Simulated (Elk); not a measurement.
Band structure of PrCl₃ (P6_3/m, 8 atoms in the cell).

```
CELL_PARAMETERS angstrom
      7.46968     0.00000     0.00000
     -3.73484     6.46893     0.00000
      0.00000     0.00000     4.28404
ATOMIC_POSITIONS crystal
  Pr 0.66667 0.33333 0.75000
  Pr 0.33333 0.66667 0.25000
  Cl 0.61078 0.69663 0.75000
  Cl 0.38922 0.30337 0.25000
  Cl 0.91415 0.61078 0.25000
  Cl 0.08585 0.38922 0.75000
  Cl 0.30337 0.91415 0.75000
  Cl 0.69663 0.08585 0.25000
```
Moments meant for the start (each program seeds them in its own way; μB, in the order of the atoms Pr Pr Cl Cl Cl Cl Cl Cl): 2.0 2.0 0.0 0.0 0.0 0.0 0.0 0.0.

Computed with PBEsol, all-electron FP-LAPW, Elk's shipped species files, default APW+lo basis run with Elk.

Settings: xctype = 22; spinpol = true; swidth = 0.00183747 Ha; ngridk = 3 3 5; reducebf = 0.8; nempty = 10 per atom; maxscl = 100.

The starting cell comes from a database of computed structures (which also holds hypothetical and non-ambient phases and stackings), without a prior relaxation at this level. Its lattice was rescaled by a random factor within 2.5 % of one. Spin-orbit coupling is off. The magnetic order is the one reached from the typed start; others were not searched systematically. With U or open f shells several self-consistent states can exist. The f electrons are in the valence without U or exact exchange, which can misplace them near the Fermi level. Spin-orbit terms, which matter for f shells, are left out. Values depend on the basis (sphere radii, cutoffs, local orbitals), which need not be converged.

Levels in eV from the Fermi level, bands 33 to 40 of the first spin channel:
| point | 33 | 34 | 35 | 36 | 37 | 38 | 39 | 40 |
|---|---|---|---|---|---|---|---|---|
| Γ | -0.15 | -0.12 | -0.07 | -0.04 | 0.03 | 0.08 | 0.20 | 0.31 |
| M | -0.15 | -0.11 | -0.08 | 0.01 | 0.04 | 0.10 | 0.21 | 0.30 |
| K | -0.14 | -0.11 | -0.06 | 0.00 | 0.04 | 0.10 | 0.23 | 0.30 |
| A | -0.25 | -0.15 | -0.10 | -0.05 | 0.03 | 0.08 | 0.15 | 0.23 |
| L | -0.24 | -0.15 | -0.09 | -0.07 | 0.02 | 0.07 | 0.15 | 0.23 |
| H | -0.24 | -0.15 | -0.10 | -0.07 | 0.01 | 0.08 | 0.14 | 0.22 |

No band crosses the Fermi level by more than 0.03 eV along this path.

The net moment of the cell came out as 4.00 μB.
